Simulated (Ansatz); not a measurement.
The reference is HgO (space group P3_121, No. 152; a cell from a computed database, its experimental status unchecked; made of chains).

```
HgO
1.0
    3.61482     0.00000     0.00000
   -1.80741     3.13052     0.00000
    0.00000     0.00000     8.74390
Hg O
3 3
Cartesian
  0.42272   0.73218   4.37195
  2.76937   0.00000   7.28658
 -1.38469   2.39835   1.45732
  0.99357   1.72091   0.00000
  1.62768   0.00000   2.91463
 -0.81384   1.40961   5.82927
```

Calculations: PBEsol (Ansatz, an electronic-structure program; PAW; 420 eV plane waves; no spin-orbit coupling), earlier PAW set.

One change was made to it. Results:

The c/a ratio rises by 0.040 to 2.459; the lattice parameter a decreases by 0.140 Å to 3.475 Å.

### Question
What was done to the base?
A) pressure 5 GPa
B) pressure 1.5 GPa
C) pressure 0.7 GPa
D) pressure −2 GPa
E) pressure 0.3 GPa

### Answer
A, pressure 5 GPa. For comparison, the lattice parameter a in the other runs: pressure 0.7 GPa gives 3.586 Å; pressure −2 GPa gives 3.755 Å; pressure 0.3 GPa gives 3.602 Å; pressure 1.5 GPa gives 3.559 Å.

Load acts through the strain it causes; cell and atoms are relaxed under it. Stability against distortions was not tested. Competing high-pressure phases were not computed. No dispersion term is included in the PBEsol runs.
